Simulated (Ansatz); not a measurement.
Consider ZnSnAs2 in the chalcopyrite structure (space group I-42d, No. 122; a = 5.8395 Å, c = 11.7375 Å).

Computed with PBEsol, PAW, 420 eV (Ansatz, an electronic-structure program; no spin-orbit coupling).

One change was made to it. Results:

```json
[
 {"quantity": "c/a ratio", "base": "2.010", "after": "2.013"},
 {"quantity": "volume per atom", "base": "25.02 Å³", "after": "22.34 Å³"}
]
```

### Question
Name the change that was made.
(A) pressure 9 GPa
(B) pressure 4.5 GPa
(C) pressure 0.9 GPa

### Answer
A, pressure 9 GPa. For comparison, the volume per atom in the other runs: pressure 4.5 GPa gives 23.48 Å³; pressure 0.9 GPa gives 24.66 Å³.

The mesh was chosen for an insulator and is coarse for the gapless case. Load acts through the strain it causes; cell and atoms are relaxed under it. Whether these cells are dynamically stable was not tested. Competing high-pressure phases were not computed. The final runs are not spin-polarised.
